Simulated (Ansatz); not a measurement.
Consider ZrSi₂ (space group Cmcm, No. 63).

```
CELL_PARAMETERS angstrom
      1.85229    -7.39763     0.00000
      1.85229     7.39763     0.00000
      0.00000     0.00000     3.67900
ATOMIC_POSITIONS crystal
  Si 0.94686 0.05314 0.75000
  Si 0.05314 0.94686 0.25000
  Si 0.24979 0.75021 0.75000
  Si 0.75021 0.24979 0.25000
  Zr 0.60539 0.39461 0.75000
  Zr 0.39461 0.60539 0.25000
```

Cartesian axes are those of the cell as printed.

Calculations: PBE, PAW, 420 eV (Ansatz, a program for electronic structure; spin-orbit coupling left out), earlier PAW set.

Before the change:

```
Quantity            Value
---------------  --------
Volume per atom  16.80 Å³
```

Perturbation: tensile biaxial strain of 2.31 % in the plane normal to [001], as in epitaxy on a mismatched substrate; the out-of-plane cell vector and the atoms relax.

Question: How does this affect the energy relative to the base and volume per atom?

Answer: The energy goes up by 13 meV/atom; the volume per atom rises by 0.564 Å³ to 17.37 Å³.

Without a gap, meshes like the base's 13×13×13 leave anisotropic stresses uncertain by several tenths of a GPa, and small strain energies with them. Whether these cells are dynamically stable was not tested. The final runs are not spin-polarised.
